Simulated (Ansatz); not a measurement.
Consider the energy change from cell B to cell A (net 2 F added and 1 Si added, other atoms rearranged, in a slab cell with eight atoms a plane). Reaction: cell B + Si (diamond) + 2 HF (gas) → cell A + H2 (gas). Negative: the products are lower in energy.

Cell A: a slab of Si (diamond, Fd-3m) cut along (100), 91 atoms, rectangular cell of 7.74 × 15.47 Å (119.7 Å²), symmetry P1 within 0.02 Å, 14.0 Å thick under 16 Å of vacuum, in-plane vectors held at the crystal's; planes from bottom to top: H8 | Si8H8 | Si8 × 7 | F7 | SiF | F × 2, its two faces unlike (dipole correction applied); added, foreign or displaced atoms, above the top plane and below the bottom plane and within the planes: three times SiF bound through Si to 3 Si at 2.36–2.43 Å; Si2F3 bound through Si to 3 Si at 2.37–2.43 Å; 12 times H bound to 1 Si at 1.50 Å; four times H bound to 1 Si at 1.51 Å; four times F bound to 1 Si at 1.62 Å; spin state with PBE: run without spin, k-point mesh 3×2×1.
```
CELL_PARAMETERS angstrom
      7.73573     0.00000     0.00000
      0.00000    15.47147     0.00000
      0.00000     0.00000    29.51697
ATOMIC_POSITIONS crystal
  Si 0.00106 0.98966 0.30369
  Si 0.00131 0.23902 0.30651
  Si 0.00109 0.48959 0.30374
  Si 0.00131 0.73975 0.30665
  Si 0.50101 0.98953 0.30370
  Si 0.50122 0.23911 0.30650
  Si 0.50094 0.48982 0.30357
  Si 0.50114 0.73980 0.30677
  Si 0.25106 0.01295 0.34696
  Si 0.25125 0.26330 0.34971
  Si 0.25121 0.51309 0.34697
  Si 0.25104 0.76362 0.35002
  Si 0.75101 0.01296 0.34693
  Si 0.75127 0.26334 0.34967
  Si 0.75082 0.51331 0.34686
  Si 0.75142 0.76358 0.34997
  Si 0.25117 0.13560 0.39436
  Si 0.25136 0.39014 0.39438
  Si 0.25106 0.63574 0.39449
  Si 0.25102 0.89048 0.39476
  Si 0.75113 0.13562 0.39434
  Si 0.75074 0.39036 0.39421
  Si 0.75122 0.63581 0.39451
  Si 0.75134 0.89043 0.39469
  Si 0.00111 0.13235 0.44042
  Si 0.00069 0.38816 0.44019
  Si 0.00123 0.63237 0.44062
  Si 0.00108 0.88820 0.44095
  Si 0.50117 0.13234 0.44045
  Si 0.50137 0.38790 0.44044
  Si 0.50108 0.63248 0.44054
  Si 0.50131 0.88783 0.44076
  Si 0.00115 0.01066 0.48989
  Si 0.00031 0.26040 0.48315
  Si 0.00110 0.50983 0.48940
  Si 0.00158 0.76010 0.48387
  Si 0.50127 0.01020 0.48956
  Si 0.50128 0.26007 0.48356
  Si 0.50110 0.51007 0.48931
  Si 0.50114 0.76002 0.48388
  Si 0.25190 0.01080 0.53688
  Si 0.24983 0.26070 0.52813
  Si 0.25138 0.51012 0.53641
  Si 0.25138 0.76070 0.52920
  Si 0.75052 0.01078 0.53697
  Si 0.75170 0.25976 0.52869
  Si 0.75082 0.50993 0.53639
  Si 0.75145 0.76008 0.52895
  Si 0.25164 0.14235 0.57850
  Si 0.25099 0.37947 0.57870
  Si 0.25112 0.64046 0.57898
  Si 0.25207 0.88028 0.57959
  Si 0.74955 0.14141 0.57961
  Si 0.75087 0.37928 0.57873
  Si 0.75155 0.64022 0.57899
  Si 0.75160 0.87974 0.57907
  Si 0.00176 0.18241 0.61945
  Si 0.00093 0.33940 0.61934
  Si 0.00133 0.68151 0.61965
  Si 0.00142 0.83880 0.61982
  Si 0.49944 0.18185 0.62079
  Si 0.50092 0.33857 0.61964
  Si 0.50139 0.68089 0.61951
  Si 0.50245 0.83789 0.61979
  H  0.00112 0.02692 0.25689
  H  0.00099 0.89329 0.29689
  H  0.00123 0.27186 0.25880
  H  0.00131 0.14209 0.30211
  H  0.00137 0.52699 0.25696
  H  0.00080 0.39320 0.29683
  H  0.00133 0.77207 0.25887
  H  0.00140 0.64283 0.30239
  H  0.50103 0.02671 0.25688
  H  0.50102 0.89316 0.29695
  H  0.50116 0.27203 0.25881
  H  0.50130 0.14221 0.30205
  H  0.50073 0.52747 0.25684
  H  0.50130 0.39346 0.29654
  H  0.50109 0.77210 0.25899
  H  0.50106 0.64289 0.30249
  F  0.00650 0.14831 0.67134
  F  0.00048 0.37563 0.67085
  F  0.00129 0.64510 0.67111
  F  0.99970 0.87401 0.67146
  F  0.50164 0.37674 0.67073
  F  0.50142 0.64454 0.67098
  F  0.50660 0.87159 0.67171
  Si 0.47805 0.12398 0.69429
  F  0.40569 0.19273 0.72950
  F  0.34799 0.04407 0.69292
  F  0.65923 0.08954 0.71226
```

Cell B: a slab of Si (diamond, Fd-3m) cut along (100), 88 atoms, rectangular cell of 7.74 × 15.47 Å (119.7 Å²), symmetry Pma2 within 0.02 Å, 12.2 Å thick under 16 Å of vacuum, in-plane vectors held at the crystal's; planes from bottom to top: H8 | Si8H8 | Si8 × 7 | F8, its two faces unlike (dipole correction applied); added, foreign or displaced atoms, above the top plane and below the bottom plane and within the planes: four times Si2F2 bound through Si to 2 Si at 2.36 Å; 16 times H bound to 1 Si at 1.50 Å; spin state with PBE: run without spin, k-point mesh 3×2×1.
```
FH2Si8
1.0
    7.73573     0.00000     0.00000
    0.00000    15.47147     0.00000
    0.00000     0.00000    28.10832
Si H F
64 16 8
Cartesian
  7.73573  15.81376   8.97193
  7.73573   4.21826   9.05283
  0.00000   8.07803   8.97193
  7.73573  11.95399   9.05283
  3.86787  -0.34229   8.97193
  3.86787   3.51747   9.05283
  3.86787   7.39344   8.97193
  3.86787  11.25320   9.05283
  1.93393  15.47147  10.25911
  1.93393   3.86787  10.34051
  1.93393   7.73573  10.25911
  1.93393  11.60360  10.34051
  5.80180   0.00000  10.25911
  5.80180   3.86787  10.34051
  5.80180   7.73573  10.25911
  5.80180  11.60360  10.34051
  1.93360   1.89998  11.66169
  1.93426   5.83575  11.66169
  1.93360   9.63571  11.66169
  1.93426  13.57149  11.66169
  5.80213   1.89998  11.66169
  5.80147   5.83575  11.66169
  5.80213   9.63571  11.66169
  5.80147  13.57149  11.66169
  0.00000   1.87103  13.02211
  7.73573   5.82392  13.02237
  0.00000   9.60676  13.02211
  0.00000  13.55965  13.02237
  3.86787   1.91181  13.02237
  3.86787   5.86470  13.02211
  3.86787   9.64755  13.02237
  3.86787  13.60043  13.02211
  0.00000  15.45558  14.46579
  0.00000   3.85050  14.29537
  0.00000   7.71985  14.46579
  0.00000  11.58623  14.29537
  3.86787   0.01588  14.46579
  3.86787   3.88523  14.29537
  3.86787   7.75161  14.46579
  3.86787  11.62096  14.29537
  1.93393   0.00000  15.85585
  1.93393   3.86787  15.62899
  1.93393   7.73573  15.85585
  1.93393  11.60360  15.62899
  5.80180   0.00000  15.85585
  5.80180   3.86787  15.62899
  5.80180   7.73573  15.85585
  5.80180  11.60360  15.62899
  1.93382   2.01800  17.11083
  1.93404   5.71773  17.11083
  1.93382   9.75374  17.11083
  1.93404  13.45346  17.11083
  5.80191   2.01800  17.11083
  5.80169   5.71773  17.11083
  5.80191   9.75374  17.11083
  5.80169  13.45346  17.11083
  7.73573   2.65339  18.31062
  7.73573   5.08755  18.31193
  0.00000  10.38913  18.31062
  0.00000  12.82328  18.31193
  3.86787   2.64818  18.31193
  3.86787   5.08234  18.31062
  3.86787  10.38392  18.31193
  3.86787  12.81807  18.31062
  0.00000   1.83143   8.76805
  0.00000  15.23557   7.59176
  7.73573   5.71556   8.91322
  7.73573   3.70393   7.64803
  0.00000   9.56716   8.76805
  0.00000   7.49984   7.59176
  0.00000  13.45129   8.91322
  0.00000  11.43966   7.64803
  3.86787   0.23589   7.59176
  3.86787  13.64004   8.76805
  3.86787   4.03180   7.64803
  3.86787   2.02017   8.91322
  3.86787   7.97162   7.59176
  3.86787   5.90430   8.76805
  3.86787  11.76753   7.64803
  3.86787   9.75590   8.91322
  7.73573   2.09533  19.83183
  7.73573   5.64423  19.83355
  0.00000   9.83106  19.83183
  0.00000  13.37997  19.83355
  3.86787   2.09150  19.83355
  3.86787   5.64040  19.83183
  3.86787   9.82723  19.83355
  3.86787  13.37614  19.83183
```

Reference: Si (diamond, Fd-3m), 16 atoms in the cell, the relaxed perfect crystal repeated, atoms not moved again, k-point mesh 3×2×8 on the run's own vectors.

Reference: an isolated H2 molecule (singlet) in a box of 11 × 11 × 13 Å.

Reference: an isolated HF molecule (singlet) in a box of 11 × 11 × 13 Å.

Computed with Ansatz (plane waves, PAW), its default PAW set, cutoff 420 eV, 500 eV for r2SCAN. The structures are at rest with PBE, within the held lattices; other levels are single points on them. HSE06 runs on coarser k-point meshes, mended by the PBE difference between the two meshes. Neutral cells; Fermi-Dirac smearing of at most 0.05 eV in the solids, energies taken to zero width. The lattices are those relaxed with PBE, so at other levels the solids can be strained, which adds to the spread. Larger cells are relaxed from a start prepared with the learned potential CHGNet, on a coarser mesh till forces fall under 0.03 eV/Å, which some starts already meet. A dispersion term (D3(BJ), or D4 for r2SCAN) was computed beside these levels and is taken off wherever the name lacks it. No zero-point or thermal terms. No structure search was made; lower ones may exist. No correction for cell size. Cell B has symmetry Pma2 within 0.02 Å and got no random move, so less symmetric positions, which may lie lower, weren't tried.

### Question
Give the value at the level PBE.

### Answer
-2.60 eV, for cell B + Si (diamond) + 2 HF (gas) → cell A + H2 (gas).

### Question
What do the other levels give, and how wide is the spread?

### Answer
```json
[
 {"Method": "r2SCAN", "value (eV)": "-3.02", "less PBE": "-0.42"},
 {"Method": "HSE06", "value (eV)": "-2.69", "less PBE": "-0.09"}
]
```

The levels shown span 0.42 eV, from r2SCAN (-3.02) to PBE (-2.60).

Ansatz is a quantum-chemistry and plane-wave program.
